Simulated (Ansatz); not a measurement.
# La2Cu2In (P4/mbm): band-structure transport figures

```
CELL_PARAMETERS angstrom
      7.70696     0.00000     0.00000
      0.00000     7.70696     0.00000
      0.00000     0.00000     3.91099
ATOMIC_POSITIONS crystal
  La 0.67888 0.17888 0.50000
  La 0.32112 0.82112 0.50000
  La 0.82112 0.67888 0.50000
  La 0.17888 0.32112 0.50000
  In 0.00000 0.00000 0.00000
  In 0.50000 0.50000 0.00000
  Cu 0.38333 0.11667 0.00000
  Cu 0.61667 0.88333 0.00000
  Cu 0.88333 0.38333 0.00000
  Cu 0.11667 0.61667 0.00000
```

Computed with PBEsol, rigid bands (plane waves, PAW, scalar-relativistic; Ansatz, a quantum-chemistry and plane-wave program). Geometry: cell and atoms relaxed with PBEsol.

```json
{
  "density of states at the Fermi level": "7.33 states/(eV·cell), both spins",
  "bare Sommerfeld coefficient": "1.73 mJ/(mol of atoms·K²)",
  "drude_plasma_energy": "3.1 (x), 3.1 (y), 3.8 (z) eV",
  "root-mean-square Fermi velocity": "3.7e5 m/s",
  "resistivity times τ": "51 (x), 51 (y), 34 (z) ×10⁻²² Ω·m·s"
}
```

A metal at this level (no band gap); rigid bands, thermally averaged at 300 K, both spins. Spin-orbit coupling is left out. τ is one relaxation time for all states.

Formula and space group known from diffraction (Crystallography Open Database), not checked to be the room-temperature form: La2Cu2In (P4/mbm).
